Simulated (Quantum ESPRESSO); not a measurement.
A self-consistent single point of TiRh (P4/mmm, 2 atoms in the cell) with Quantum ESPRESSO.

Method: LDA (PZ), GBRV 1.5 ultrasoft (LDA) pseudopotentials (plane waves; Quantum ESPRESSO).

```
CELL_PARAMETERS angstrom
      2.94945     0.00000     0.00000
      0.00000     2.94945     0.00000
      0.00000     0.00000     3.30679
ATOMIC_POSITIONS crystal
  Rh 0.00000 0.00000 0.00000
  Ti 0.50000 0.50000 0.50000
```

Reference input (self-consistent single point, DFT, LDA (PZ), plane waves, GBRV 1.5 ultrasoft (LDA) pseudopotentials): ecutwfc = 50 Ry; ecutrho = 400 Ry; occupations = smearing; smearing = cold; degauss = 0.0036749 Ry; potentials = {Rh: rh_lda_v1.4.uspp.F.UPF, Ti: ti_lda_v1.4.uspp.F.UPF}; K_POINTS = automatic 15 15 13 0 0 0; conv_thr = 1e-10 Ry; mixing_beta = 0.3. This run's input differs from it in these lines:

```diff
@@ -18,3 +18,3 @@
    smearing = 'cold'
-   degauss = 0.0036749
+   degauss = 0.002205
 /
@@ -31,3 +31,3 @@
 K_POINTS automatic
-15 15 13  0 0 0
+11 11 10  0 0 0
```

Output (repeated stretches shortened):

```
     Self-consistent Calculation

     iteration #  1     ecut=    50.00 Ry     beta= 0.30

     negative rho (up, down):  5.747E-02 0.000E+00

     total energy              =    -288.07831039 Ry
     estimated scf accuracy    <       7.69142186 Ry

     iteration #  2     ecut=    50.00 Ry     beta= 0.30

     negative rho (up, down):  5.620E-02 0.000E+00

     total energy              =    -290.64858833 Ry
     estimated scf accuracy    <       5.12813527 Ry

     iteration #  3     ecut=    50.00 Ry     beta= 0.30

     negative rho (up, down):  5.593E-02 0.000E+00

     total energy              =    -290.77534729 Ry
     estimated scf accuracy    <       1.23160717 Ry

   [... 14 blocks of this kind left out ...]

     iteration # 18     ecut=    50.00 Ry     beta= 0.30

     negative rho (up, down):  5.427E-02 0.000E+00

     total energy              =    -290.69671197 Ry
     estimated scf accuracy    <          1.5E-10 Ry

     iteration # 19     ecut=    50.00 Ry     beta= 0.30

     negative rho (up, down):  5.427E-02 0.000E+00
     End of self-consistent calculation

     Number of k-points >= 100: set verbosity='high' to print the bands.

     the Fermi energy is    18.5821 ev

!    total energy              =    -290.69671197 Ry
     estimated scf accuracy    <          7.5E-12 Ry
     smearing contrib. (-TS)   =      -0.00002233 Ry
     internal energy E=F+TS    =    -290.69668964 Ry

     convergence has been achieved in  19 iterations

     negative rho (up, down):  5.427E-02 0.000E+00

     Forces acting on atoms (cartesian axes, Ry/au):

     atom    1 type  1   force =     0.00000000    0.00000000    0.00000000
     atom    2 type  2   force =     0.00000000    0.00000000    0.00000000

     Total force =     0.000000     Total SCF correction =     0.000000

     negative rho (up, down):  5.427E-02 0.000E+00
          total   stress  (Ry/bohr**3)                   (kbar)     P=      -45.09
  -0.00038083   0.00000000   0.00000000          -56.02        0.00        0.00
   0.00000000  -0.00038083   0.00000000            0.00      -56.02        0.00
   0.00000000   0.00000000  -0.00015790            0.00        0.00      -23.23

   JOB DONE.
```

The run converged in 19 iterations. Against the reference run the free energy drops by 2.5 meV/atom and the pressure moves little (-4.58 to -4.51 GPa).

The starting cell comes from a database of published, mostly measured structures (it also holds non-ambient and calculated ones), without a prior relaxation at this level. Its lattice was rescaled by a random factor within 2.5 % of one. Spin polarisation is off. With a pressure of about -5 GPa the cell is away from its equilibrium volume at this level.

Cost on one core of a shared machine: roughly 60 s.
